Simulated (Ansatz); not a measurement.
**Effect of Se interstitial (started 2.50 Å from the nearest host atom), symmetric start on WSe2**

Take an 18-atom supercell of WSe2 in the 2H-MoS2 type structure (space group P6_3/mmc, No. 194; a = 3.300 Å, c = 13.147 Å; layered, stacked along the Cartesian z axis) at its relaxed geometry as the base.

One thing is altered: one Se atom is added in an open site, starting 2.50 Å from the nearest host atom, atoms relaxed at fixed cell.

Level of theory: DFT with r2SCAN+rVV10, PAW potentials and a 500 eV plane-wave cutoff in Ansatz (a first-principles code), without spin-orbit coupling, earlier PAW set. Settings: 5×5×5 k-points, 0.01 eV Fermi–Dirac smearing.

```csv
quantity,base,changed,shift
pressure,0.0 GPa,5.9 GPa,+5.9 GPa
gap of the supercell,1.17 eV,zero,–
total moment of the cell,–,1.4 μB,–
largest displacement of a host atom from its site in the perfect cell,–,0.32 Å,–
final site of the added atom,–,6 Se at 2.74 Å (octahedral),–
```

Final structure:

```xyz
19
Lattice="4.9493 -2.8575 0.0000 0.0000 5.7149 0.0000 -1.6498 -2.8575 13.1475" Properties=species:S:1:pos:R:3 pbc="T T T"
W      0.0001     1.8865     3.5992
W      3.3155     1.9143     3.5992
W      1.6337    -0.9433     3.5992
W      1.6658     0.9433     9.5483
W     -0.0160    -1.9143     9.5483
W      3.2994    -1.8865     9.5483
Se     0.0061     1.9013     7.9136
Se     3.2997    -3.8028     7.9136
Se     1.6435    -0.9559     7.9136
Se     1.6750     0.9670     1.9438
Se    -0.0001     3.7809     1.9438
Se     3.2744    -1.8904     1.9438
Se     1.6560     0.9559     5.2339
Se    -0.0001     3.8028     5.2339
Se     3.2934    -1.9013     5.2339
Se     0.0251     1.8904    11.2037
Se     3.2996    -3.7809    11.2037
Se     1.6245    -0.9670    11.2037
Se     0.0000     0.0000     0.0000
```

Other magnetic orders, which the real material may have, were not ruled out. The cell is small, so the values are those of an ordered compound at a high defect concentration; dilute-limit values will differ. A case with no gap was solved on a k-mesh chosen for an insulator, which is coarse for it. The defect started on the symmetric site and kept its symmetry, so it may sit on a saddle. Spin-orbit coupling, missing from the scalar runs, can matter with W. Starting moments died away, wholly or in part, for Se interstitial (started 2.50 Å from the nearest host atom); another magnetic solution may exist. The defect cell is spin-polarised and ends with 1.4 μB, a fractional moment that hangs on the mesh and smearing.
